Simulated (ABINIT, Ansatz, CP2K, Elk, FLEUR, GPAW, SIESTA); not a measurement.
# BaZrO3 (Pm-3m, 5 atoms in the cell) computed with different codes at matched settings

Self-consistent single point.

```
BaZrO3
1.0
    4.21239     0.00000     0.00000
    0.00000     4.21239     0.00000
    0.00000     0.00000     4.21239
Ba Zr O
1 1 3
Cartesian
  0.00000   0.00000   0.00000
  2.10620   2.10620   2.10620
  2.10620   0.00000   2.10620
  0.00000   2.10620   2.10620
  2.10620   2.10620   0.00000
```

Shared settings, as Ansatz (a program for electronic structure) writes them: kpoints.mp_grid.grid = 8 8 8; scf.occupations.method = fermi_dirac; scf.occupations.width = 0.05 eV. Potentials and cutoffs stand in the table.

```tsv
code	model	gap on the mesh (eV)	cutoff
CP2K	LDA (Pade form), GPW, DZVP-MOLOPT-SR-GTH basis, GTH-PADE potentials (GTH_POTENTIALS)	2.949	grid 500 Ry
SIESTA	LDA PW92, numerical atomic orbitals DZP, PseudoDojo LDA standard norm-conserving potentials (rewritten from UPF to PSML)	3.030	grid 300 Ry
Elk	LDA (PW92), all-electron FP-LAPW, Elk's shipped species files, default APW+lo basis	3.081	rgkmax 7
GPAW	LDA (Perdew-Wang 92), GPAW PAW datasets LDA (gpaw-data 1.0.1)	3.061	950 eV
Ansatz	LDA (PW92), PAW files made with PBE	3.104	default
FLEUR	LDA (Perdew-Zunger), all-electron FLAPW (FLEUR), scalar-relativistic valence	3.110	Kmax 4.6 1/bohr
ABINIT	LDA (PW92), norm-conserving pseudopotentials (PseudoDojo nc-sr-04 LDA standard)	3.103	1143 eV
```

Gaps are read on the mesh.

The spread over the programs that give each value: gap on the mesh within 0.161 eV.

CP2K and SIESTA use small atom-centred bases, whose incompleteness enters pressures, forces and empty levels differently from a plane-wave cutoff. Elk and FLEUR treat all electrons, but the usual bases taken here (sphere radii, linearisation, local orbitals, empty states) were not tested for convergence, so the values are no reference for the others. In the pressure, CP2K (by 1.05) and SIESTA (by 4.58) lie more than 1 GPa from the median of the plane-wave programs. In the gap, CP2K (by 0.154) lies more than 0.12 eV from the median of the plane-wave programs.

The starting cell comes from a database of computed structures (which also holds hypothetical and non-ambient phases and stackings), without a prior relaxation at this level.

Keys are those of Ansatz 0.2.
